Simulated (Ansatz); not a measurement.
Inside the gap of an insulator the Bloch states are evanescent, with a wavenumber k + iκ along the transport direction.

Here is the system:

```
CELL_PARAMETERS angstrom
      4.57449     0.00000     0.00000
      0.00000     6.46931     0.00000
      2.28725     3.23465     2.28725
ATOMIC_POSITIONS crystal
  Te 0.00000 0.00000 0.00000
  Pb 0.00000 0.50000 0.00000
```

The cell was relaxed by PBE-D3(BJ); by r2SCAN it stands under a pressure of 1.4 GPa.

Transport runs along the normal of the first two printed cell vectors, the (110) plane of the conventional cell.

No gap correction and no spin-orbit coupling; mid-gap is the computed energy nearest the middle.

Estimate the band gap and the smallest decay constant κ at mid-gap that r2SCAN run with Ansatz (a program for electronic structure) returns for this system.

Gap 1.02 eV on a 14×14×14 mesh; κ = 0.075 1/Å, at (0.500, 0.500) of the in-plane reciprocal vectors. At the zone centre the slowest state has κ = 0.14 1/Å.
